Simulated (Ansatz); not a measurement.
# CoSn (space group P6/mmm, No. 191; non-magnetic)

```xyz
6
Lattice="5.2178 0.0000 0.0000 -2.6089 4.5188 0.0000 0.0000 0.0000 4.1725" Properties=species:S:1:pos:R:3 pbc="T T T"
Co     2.6089     0.0000     0.0000
Co     1.3045     2.2594     0.0000
Co    -1.3045     2.2594     0.0000
Sn     0.0000     0.0000     0.0000
Sn     0.0000     3.0125     2.0862
Sn     2.6089     1.5063     2.0862
```

All numbers come from PBEsol (Ansatz, a first-principles code; PAW; 420 eV plane waves; no spin-orbit coupling). k-mesh 10×10×11 (Γ-centred); smearing 0.05 eV (Fermi–Dirac).

```yaml
volume_per_atom: 16.40 Å³
density: 9.00 g/cm³
band_gap: zero
total_energy: -5521.537 eV/atom (σ→0; compares only within this code and set-up)
```

No phonon test of stability was made. Starting moments died away, wholly or in part, for the base; another magnetic solution may exist. The final runs are not spin-polarised.
